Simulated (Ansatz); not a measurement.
Density of states of MgS (Fm-3m) below the valence band maximum, Ansatz (an electronic-structure program) with PBEsol, rigid bands; cell volume 34.8 Å³.

(energy from edge (eV), 10⁻³ states/eV/cell): (0.006, 134); (0.031, 302); (0.056, 395); (0.081, 465); (0.106, 526); (0.131, 579); (0.156, 626); (0.181, 676); (0.206, 724); (0.231, 762); (0.256, 812); (0.281, 853); (0.319, 923); (0.344, 973); (0.369, 1020); (0.394, 1070); (0.419, 1120); (0.444, 1180); (0.469, 1240); (0.494, 1310); (0.519, 1380); (0.544, 1460); (0.569, 1570); (0.594, 1710)

What effective density of states at 300 K does this give (∫ g(E) exp(−E/k_BT) dE, both spins, divided by the cell's size)?

1.8e20 cm⁻³, a density-of-states mass of 3.7 mₑ, valleys and band degeneracy included.

Spin-orbit coupling is left out; where it splits the top of the valence band, N_v and the p-type Seebeck coefficient come out somewhat high without it. Geometry: cell and atoms relaxed with PBEsol.
